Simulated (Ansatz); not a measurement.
The reference is TiN in the rock salt structure (space group Fm-3m, No. 225).

```
TiN
1.0
    0.00000     2.11625     2.11625
    2.11625     0.00000     2.11625
    2.11625     2.11625     0.00000
N Ti
1 1
Direct
  0.00000   0.00000   0.00000
  0.50000   0.50000   0.50000
```

Cartesian axes are those of the cell as printed.

Computed with r2SCAN, PAW, 500 eV (Ansatz, a first-principles code; no spin-orbit coupling).

Before the change:

| Item | Result |
|---|---|
| Pressure | 0.0 GPa |

It is then changed as follows: tensor shear ε_xy = −1.83 % (engineering shear γ = -0.0366), atoms relaxed at fixed cell.

### Question
Estimate the effect on the energy relative to the base.

### Answer
The energy goes up by 7.2 meV/atom.

### Question
Estimate the effect on the pressure.

### Answer
The pressure (mean of the normal stresses, compression positive) is nearly the same (0.0 GPa against 0.1 GPa).

Without a gap, meshes like the base's 19×19×19 leave anisotropic stresses uncertain by several tenths of a GPa, and small strain energies with them. The cells carry an imposed strain or load. No phonon test of stability was made. The final runs are not spin-polarised. An odd electron count without spin: TiN.
